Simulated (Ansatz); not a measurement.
Base system: GaP in the zinc blende structure (space group F-43m, No. 216).

```
CELL_PARAMETERS angstrom
      0.00000     2.72569     2.72569
      2.72569     0.00000     2.72569
      2.72569     2.72569     0.00000
ATOMIC_POSITIONS crystal
  P  0.75000 0.75000 0.75000
  Ga 0.00000 0.00000 0.00000
```

Levels (all Ansatz, a program for electronic structure, PAW): r2SCAN (500 eV, scalar-relativistic without spin-orbit coupling); HSE06 (420 eV, no spin-orbit coupling).

Its gap is 1.85 eV with r2SCAN and 2.26 eV with HSE06.

It is then changed as follows: a fraction x = 0.75 of the P sites is given to As, ordered in a cell of 8 atoms (starting symmetry P-43m) and fully relaxed.

With r2SCAN the gap becomes 1.28 eV.

Question: If the HSE06 correction stayed the same, what would the HSE06 gap be, and what does the HSE06 run give?

Answer: A rigid correction of +0.41 eV gives 1.69 eV. The HSE06 run gives 1.68 eV, so the two effects roughly add.

Single points use the geometry relaxed with r2SCAN. The hybrid gap comes from the SCF mesh plus the semilocal run's edge points and a few special points and is an upper bound. Each cell is one ordered arrangement of few atoms, which overstates ordering effects compared with a random alloy. No phonon test of stability was made.
